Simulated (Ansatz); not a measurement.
The parent structure is HgTe in the zinc blende structure (space group F-43m, No. 216; a = 6.510 Å).

Level of theory: PBEsol/PAW in Ansatz (an electronic-structure program), no SOC.

For the base:

The lattice parameter a is 6.510 Å.

Modification: I takes the place of Te on all its sites; the structure is relaxed again.

Tabulated Pauling electronegativity and covalent radius: Te 2.10, 1.38 Å; I 2.66, 1.39 Å.

**Question.** What does the calculation give for the lattice parameter a after the change?

**Answer.** The lattice parameter a increases by 0.583 Å (6.510 Å → 7.093 Å).

No phonon test of stability was made. As relaxed here, HgI is a hypothetical phase, not in the database extracts checked. All final runs are without spin polarisation. An odd electron count without spin: HgI.
